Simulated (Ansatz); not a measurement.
Levels about the gap of amorphous Ti20O43Lu2 (65 atoms in a cell of 833 Å³, 3.98 g/cm³; zone centre alone, so wide bands show as single levels with stretches between that a denser mesh fills), at the geometry that PBE relaxed, where it gives 0.0 GPa on a denser mesh. The participation number counts the atoms over which a state spreads; weights are charges in smoothed Voronoi cells. The levels come from a single point, so bond lengths are those of that geometry. Method of the levels: PBE, scalar-relativistic without spin-orbit coupling (Ansatz, a quantum-chemistry and plane-wave program). Sampling: the zone centre alone; Fermi-Dirac width 0.02 eV; no spin polarisation. At PBE the levels at the empty edge of the gap are localised (band-tail or defect states).

It comes from a melt-quench run on a machine-learned potential (CHGNet), relaxed afterwards by DFT. O atoms were pushed apart under 1.9 Å during the dynamics, to hinder bonds among them. The hot cell started wider than the set density and was brought back towards it in steps. It is the lowest in DFT energy of 2 quenches. It is a model cell: composition and starting density were chosen by hand, and all elements were melted together. No dispersion term was used. Its density started from a set value of 4.11 and ended at 3.98 g/cm³. The quench (nominally 360 K/ps over its main leg) was far faster than any real one, so the model tends to hold more defects than a real film. One small periodic cell is one sample of the glass; other quenches scatter about these values. Volume and shape were free in the relaxation.

| E - E(highest filled), eV | filling | participation number | largest on | weight O | weight Ti | weight Lu |
|---|---|---|---|---|---|---|
| -0.34 | filled | 19.6 | O, 3 neighbours | 0.92 | 0.07 | 0.01 |
| -0.30 | filled | 24.4 | O, 3 neighbours | 0.91 | 0.06 | 0.02 |
| -0.25 | filled | 21.9 | O, 3 neighbours | 0.91 | 0.07 | 0.02 |
| -0.20 | filled | 13.3 | O, 3 neighbours | 0.93 | 0.07 | 0.00 |
| -0.17 | filled | 17.4 | O, 2 neighbours | 0.93 | 0.06 | 0.01 |
| -0.11 | filled | 8.0 | O, 3 neighbours | 0.91 | 0.07 | 0.02 |
| 0.00 | filled | 13.8 | O, 3 neighbours | 0.94 | 0.06 | 0.00 |
| 2.71 | empty | 4.4 | Ti, 6 neighbours | 0.21 | 0.78 | 0.01 |
| 2.79 | empty | 7.6 | Ti, 5 neighbours | 0.21 | 0.78 | 0.01 |
| 2.82 | empty | 9.5 | Ti, 6 neighbours | 0.19 | 0.81 | 0.00 |
| 2.82 | empty | 13.0 | Ti, 5 neighbours | 0.19 | 0.81 | 0.01 |
| 2.89 | empty | 13.3 | Ti, 6 neighbours | 0.19 | 0.81 | 0.00 |
| 2.97 | empty | 10.0 | Ti, 6 neighbours | 0.17 | 0.83 | 0.00 |
| 3.00 | empty | 15.1 | Ti, 5 neighbours | 0.18 | 0.82 | 0.00 |

Most localised among these is the empty level at +2.71 eV, on a Ti atom, which has 6 neighbours (O 1.94 Å, O 1.96 Å, O 1.97 Å, O 1.98 Å, O 2.09 Å, O 2.09 Å).
